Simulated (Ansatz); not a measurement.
Consider BeTe in the zinc blende structure (space group F-43m, No. 216; a = 5.6569 Å).

Perturbation: every lattice vector is stretched by 4.67 %; the atoms relax in the strained cell.

Levels (all Ansatz, a program for electronic structure, PAW): r2SCAN (500 eV, no spin-orbit coupling); HSE06 (420 eV, no spin-orbit coupling).

The geometry is relaxed with r2SCAN.

```
Property          Result
---------------  -------
r2SCAN band gap  2.66 eV
```

With HSE06 at the same geometry, the band gap increases by 0.33 eV, from 2.66 eV to 2.99 eV.

Single points use the geometry relaxed with r2SCAN. HSE06 was sampled on its mesh, a few special points and the semilocal edge points, so its gap is an upper bound. With Te present, leaving out spin-orbit coupling can change the band edges. Stability against distortions was not tested.
